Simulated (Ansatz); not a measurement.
Relaxation of the outer planes of the (10-11) surface of Bi2Te3 in its 1x1 cell (cut with top plane Bi, bottom plane Bi), outermost plane spacing 0.72 Å in the ideal cut.

Calculation: PBE with D3(BJ) dispersion (plane waves to 420 eV, PAW; Ansatz, an electronic-structure program).

Set-up: 20 atoms, Bi8Te12, 14.3 Å thick at the start; mesh 6x3x1; 0.025 eV smearing; dipole correction on; all atoms relaxed; held to the part of the start's symmetry that mesh and held atoms allow; no spin (no spin-polarised run to compare, though such a face may carry moments), no spin-orbit, no U. The slab shows no gap on its mesh.

| plane | atoms | bulk spacing to the next (Å) | relaxed spacing (Å) | change (%) | rumpling (Å) |
|---|---|---|---|---|---|
| 1 | Bi | 0.720 | (withheld) | (withheld) | 0.00 |
| 2 | Te | 0.789 | 0.666 | -15.5 | 0.00 |

What belongs in the gaps?


- 1, relaxed spacing (Å): 0.343
- 1, change (%): -52.3
